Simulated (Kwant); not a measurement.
Computed with Kwant: Hückel tight-binding model, one pz orbital an atom, one spin, coherent transport at 0 K. Conductance is in e²/h.

Device: π system c1ccsc1 between two chain leads. The π system is taken as planar. Atoms are numbered from 0 in the order of the SMILES. Site energies (eV, carbon 0): [0.0, 0.0, 0.0, -2.64, 0.0]. Bonds (i, j, β in eV): (0,1,-2.4) (1,2,-2.4) (2,3,-1.68) (3,4,-1.68) (4,0,-2.4). Leads: chains of hopping −3.6 eV, joined by −1.2 eV to atoms 0 and 1.

Site energies and bond integrals are typed Hückel values.

Sweep values stay those of the base run.

One input was changed, with this effect: mean G over the sweep 0.18 → 0.24 e²/h; transmission at E = 0 0.0061 → 0.063.

Which change was it?
A. contacts moved from atoms [0, 1] to [0, 2]
B. contacts moved from atoms [0, 1] to [0, 4]
C. contacts moved from atoms [0, 1] to [2, 4]

C, contacts moved from atoms [0, 1] to [2, 4]
